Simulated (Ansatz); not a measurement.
SiC: response to strain

Start from SiC in the wurtzite structure (space group P6_3mc, No. 186; a = 3.076 Å, c = 5.048 Å). Axes: x lies along a and z along c of the hexagonal cell.

Strains are applied to the cell and any free atomic positions relax; under biaxial strain the out-of-plane vector relaxes too.

Computed with Ansatz (a first-principles code), PBEsol, PAW, cutoff 420 eV, no spin-orbit coupling.

```tsv
change	band gap	volume per atom	electron mass	smallest direct gap
base	2.12 eV	10.34 Å³	0.26 mₑ along c, 0.43 mₑ across (at K)	3.86 eV
biaxial strain −4.09 %, plane normal [001], relaxed out of plane	1.50 eV	9.60 Å³	0.26 mₑ out of plane, 0.40 mₑ in plane (at K)	4.37 eV
biaxial strain −2.58 %, plane normal [001], relaxed out of plane	1.76 eV	9.87 Å³	0.26 mₑ out of plane, 0.41 mₑ in plane (at K)	4.19 eV
isotropic strain +1.12 %	2.18 eV	10.69 Å³	0.26 mₑ along c, 0.44 mₑ across (at K)	3.79 eV
tensor shear ε_yz = +3.48 %	1.93 eV	10.33 Å³	0.25 mₑ along z, 0.44 mₑ across (at K)	3.85 eV
```

Masses are band curvatures over ±0.01 Å⁻¹ around the edge. Stability against distortions was not tested.
